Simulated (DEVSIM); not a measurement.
Device: abrupt GaAs n-p junction, at 300 K.

```tsv
layer (left to right)	material	thickness (μm)	Nd (cm⁻³)	Na (cm⁻³)	τn (s)	τp (s)
1	GaAs	1.50	3.9e16	-	8e-9	8e-9
2	GaAs	120	-	5.2e16	8e-9	8e-9
```

Left contact: ohmic. Right contact: ohmic. Voltage is applied to the left contact. Recombination: SRH at mid-gap, radiative. Mobility is constant in doping.

This is a model device: material constants are rounded textbook-type values typed into the input, and sizes, dopings and lifetimes were drawn at random. Values at 300 K.

| parameter | GaAs |
|---|---|
| gap (eV) | 1.424 |
| affinity (eV) | 4.07 |
| permittivity | 12.9 |
| Nc (cm⁻³) | 4.7e17 |
| Nv (cm⁻³) | 9e18 |
| μn (cm²/Vs) | 8500 |
| μp (cm²/Vs) | 400 |
| B (cm³/s) | 2e-10 |

DEVSIM, 1D drift-diffusion, Boltzmann statistics, complete ionisation; no tunnelling, impact ionisation, image-force lowering or self-heating.

The minority lifetime in layer 2 was swept, all else fixed.

| minority lifetime in layer 2 (s) | dark forward voltage at 1 A/cm² (V) | dark forward voltage at 100 A/cm² (V) |
|---|---|---|
| 2.4e-10 | 1.000 | 1.473 |
| 8e-10 | 1.015 | 1.478 |
| 2.4e-9 | 1.027 | 1.478 |
| 8e-9 | 1.037 | 1.463 |
| 2.4e-8 | 1.043 | 1.433 |
| 8e-8 | 1.048 | 1.400 |
| 2.4e-7 | 1.050 | 1.383 |

From the first row to the last the dark forward voltage at 1 A/cm² goes from 1.000 to 1.050. From the first row to the last the dark forward voltage at 100 A/cm² goes from 1.473 to 1.383.
